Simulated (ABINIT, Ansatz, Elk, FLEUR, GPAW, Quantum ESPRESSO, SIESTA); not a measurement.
# Br (Cmce, 4 atoms in the cell) computed with different codes at matched settings

Self-consistent single point.

```
Br
1.0
    2.25501    -3.35734     0.00000
    2.25501     3.35734     0.00000
    0.00000     0.00000     8.77842
Br
4
Direct
  0.86100   0.86100   0.88900
  0.63900   0.63900   0.38900
  0.36100   0.36100   0.61100
  0.13900   0.13900   0.11100
```

Shared settings, as Ansatz (a first-principles code) writes them: kpoints.mp_grid.grid = 2 2 1; scf.occupations.method = fermi_dirac; scf.occupations.width = 0.0015 Ry. Potentials and cutoffs stand in the table.

| code | model | pressure (GPa) | largest force (eV/Å) | gap on the mesh (eV) | cutoff |
|---|---|---|---|---|---|
| ABINIT | PBE, norm-conserving pseudopotentials (PseudoDojo nc-sr-05 PBE standard) | 1.15 | 0.654 | 1.702 | 23 Ha |
| FLEUR | PBE, all-electron FLAPW (FLEUR), scalar-relativistic valence | – | – | 1.728 | Kmax 4 1/bohr |
| Ansatz | PBE, default PAW files | 1.15 | 0.635 | 1.735 | default |
| GPAW | PBE, GPAW PAW datasets PBE (gpaw-data 1.0.1) | 1.41 | 0.782 | 1.724 | 550 eV |
| Quantum ESPRESSO | PBE, GBRV 1.5 ultrasoft (PBE) pseudopotentials | 1.28 | 0.721 | 1.726 | 40 Ry |
| Elk | PBE, all-electron FP-LAPW, Elk's shipped species files, APW+lo basis with extra local orbitals | – | 0.520 | – | rgkmax 7.5 |
| SIESTA | GGA PBE, numerical atomic orbitals DZP, PseudoDojo PBE standard norm-conserving potentials (rewritten from UPF to PSML) | 1.02 | 1.235 | 1.646 | grid 400 Ry |

A dash marks a value that a program does not give, or that is left out as unsure.

No gap is tabulated for Elk: it is not read from that output, or partly filled or unconverged empty levels leave it unsure.

Gaps are read on the mesh.

The spread over the programs that give each value: pressure within 0.39 GPa; largest force within 0.715 eV/Å; gap on the mesh within 0.089 eV.

SIESTA uses small atom-centred bases, whose incompleteness enters pressures, forces and empty levels differently from a plane-wave cutoff. FLEUR and Elk treat all electrons, but the usual bases taken here (sphere radii, linearisation, local orbitals, empty states) were not tested for convergence, so the values are no reference for the others. Ansatz's pressure is given at a fixed set of plane waves, as the other plane-wave codes print theirs. In the force vectors, GPAW (by 0.095), Elk (by 0.168) and SIESTA (by 0.548) lie more than 0.08 eV/Å from the median of the plane-wave programs.

On the base mesh (3 3 2) the same programs gave: Ansatz pressure 1.24 GPa, gap on the mesh 1.735 eV; Quantum ESPRESSO pressure 1.37 GPa, gap on the mesh 1.726 eV; ABINIT pressure 1.24 GPa, gap on the mesh 1.702 eV; GPAW pressure 1.50 GPa, gap on the mesh 1.724 eV; FLEUR gap on the mesh 1.728 eV; SIESTA pressure 0.77 GPa, gap on the mesh 1.662 eV.

The starting cell has typed, rounded lattice constants, without a prior relaxation at this level. Its lattice was rescaled by a random factor within 2.5 % of one.

Left out of this page: CP2K (on another mesh).

Keys are those of Ansatz 0.2.
